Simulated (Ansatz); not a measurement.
Reference: KTaO3 (Pm-3m), PBEsol with spin-orbit coupling, rigid bands (plane waves, PAW; Ansatz, a first-principles code); axes and stresses refer to this cell.

```
CELL_PARAMETERS angstrom
      3.98530     0.00000     0.00000
      0.00000     3.98530     0.00000
      0.00000     0.00000     3.98530
ATOMIC_POSITIONS crystal
  K  0.50000 0.50000 0.50000
  Ta 0.00000 0.00000 0.00000
  O  0.00000 0.50000 0.00000
  O  0.50000 0.00000 0.00000
  O  0.00000 0.00000 0.50000
```

Seebeck coefficient, n-type 1e19 cm⁻³: -274 μV/K
band gap: 2.00 eV
hole conductivity mass: 2.1 mₑ

Task: Change: uniaxial stress zz = 1 GPa (compression positive). What happens to Seebeck coefficient, n-type 1e19 cm⁻³, band gap, hole conductivity mass?

Result: Seebeck coefficient, n-type 1e19 cm⁻³ moves little, to -274 μV/K; band gap moves little, to 2.00 eV; hole conductivity mass moves little, to 2.1 mₑ.

Masses are for dilute carriers at 300 K, harmonic means over directions unless an axis is named. Seebeck coefficients are for the stated density at 300 K, with one relaxation time for all states and whether or not that doping can be reached. Stresses and pressures are the targets of the relaxation.  The structure type is held under load, also where the real crystal would transform.
